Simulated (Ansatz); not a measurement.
```
HgS
1.0
    4.03839     0.00000     0.00000
   -2.01919     3.49735     0.00000
    0.00000     0.00000     9.29243
Hg S
3 3
Direct
  0.69051   0.00000   0.66667
  0.00000   0.69051   0.33333
  0.30949   0.30949   0.00000
  0.51628   0.00000   0.16667
  0.00000   0.51628   0.83333
  0.48372   0.48372   0.50000
```

 Spin-orbit coupling is not included.

Question: List the harmonic phonon frequencies (cm⁻¹; finite displacements on a 6×6×2 mesh, Ansatz, a first-principles code, LDA functional, plane-wave PAW, k mesh 6×6×2) at q = (0.333, 0.333, 0.000), (0.167, 0.333, 0.000), (0.167, 0.167, -0.500), in fractions of this cell's reciprocal vectors. At Γ leave out the LO-TO shift.

Answer: 
- (0.333, 0.333, 0.000): 40, 40, 41, 51, 51, 57, 61, 73, 73, 174, 175, 175, 278, 282, 282, 319, 319, 351
- (0.167, 0.333, 0.000): 36, 40, 42, 47, 51, 53, 60, 76, 79, 154, 169, 182, 264, 282, 289, 313, 324, 349
- (0.167, 0.167, -0.500): 31, 35, 36, 40, 46, 49, 65, 72, 82, 143, 161, 165, 259, 269, 296, 299, 335, 340

The PAW data sets were generated under PBE and serve the other functionals too.
